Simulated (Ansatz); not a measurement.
Lattice constant a of NiAs-type NiSb: levels of theory against measurement

Reference value: 3.946 Å (measured, temperature not stated, not corrected to a static lattice; as tabulated in Wikipedia's data pages).

```json
[
 {"level (code)": "LDA (Ansatz)", "value (Å)": "3.879"},
 {"level (code)": "PBE (Ansatz)", "value (Å)": "3.975"},
 {"level (code)": "PBE-D4 (Ansatz)", "value (Å)": "(withheld)"},
 {"level (code)": "r²SCAN (Ansatz)", "value (Å)": "3.931"},
 {"level (code)": "PBE0 (Ansatz)", "value (Å)": "3.893"}
]
```

Problem. Complete the blanks.

Solution. 
- PBE-D4 (Ansatz, a first-principles code), value (Å): 3.923

Differences against the reference: LDA -1.70 %, PBE +0.73 %, PBE-D4 -0.58 %, r²SCAN -0.38 %, PBE0 -1.34 %.

The reference's temperature isn't stated, so close values are not ranked against it. Off by more than 1.25 % (a bound picked here): LDA (-1.70 %), PBE0 (-1.34 %).

The reference has no zero-point or thermal correction, while the calculations are for a static lattice, so the differences are not the levels' errors alone. A static lattice is as a rule a little smaller than the measured one. The crystal itself was run without spin with LDA, PBE, PBE-D4, r²SCAN, PBE0. PBE0: the run has no spin polarisation, so it can have missed a magnetic state. Cutoffs and k meshes differ between the levels. Ansatz's density-functional and Hartree–Fock values are scalar-relativistic unless marked +SOC, with PAW data made under PBE.

Differences are worked out from the printed values.
